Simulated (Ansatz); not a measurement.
An Ansatz (a first-principles code) input (LDA, PAW, 420 eV (Ansatz; spin-orbit coupling left out)):

Ansatz 0.2 input:
```yaml
crystal:
  lattice:
    - [0, 2.9309407731, 2.9602501808]
    - [2.9309407731, 0, 2.9602501808]
    - [2.9309407731, 2.9309407731, 0]
  atoms:
    - { symbol: Cu, position: [0, 0, 0] }
    - { symbol: I, position: [0.25, 0.25, 0.25] }
basis: { ecutwfc: 420, ecutrho_ratio: 4, xc_grid: 2, fft_grid_basis: typed }
kpoints: { mp_grid: { grid: [10, 10, 10] } }
hamiltonian:
  xc: lda
  dispersion: none
  pseudopotentials: { kind: paw }
scf: { occupations: { method: fermi_dirac, width: 0.05 }, convergence: { dr2_threshold: 0.0000000002 } }
relax: { f_tol: 0.005, max_steps: 50 }
output: { forces: true, stress: true }
checkpoint: { write: state.ck, write_every: 1000 }
```

Problem. Which symmetry and how many k-points will the program report, and about how many plane waves at Γ?

Solution. Space group I-4m2 (ITA 119) with 8 operations, k-points 102 of 1000, and 965 plane waves at Γ.

Problem. And the final pressure?

Solution. -0.55 GPa (compression positive).

The cells carry an imposed strain or load. Whether these cells are dynamically stable was not tested. The final runs are not spin-polarised. The cell was made from CuI in the zinc blende structure (space group F-43m, No. 216) by this change: uniaxial strain ε_zz = +1.00 %.
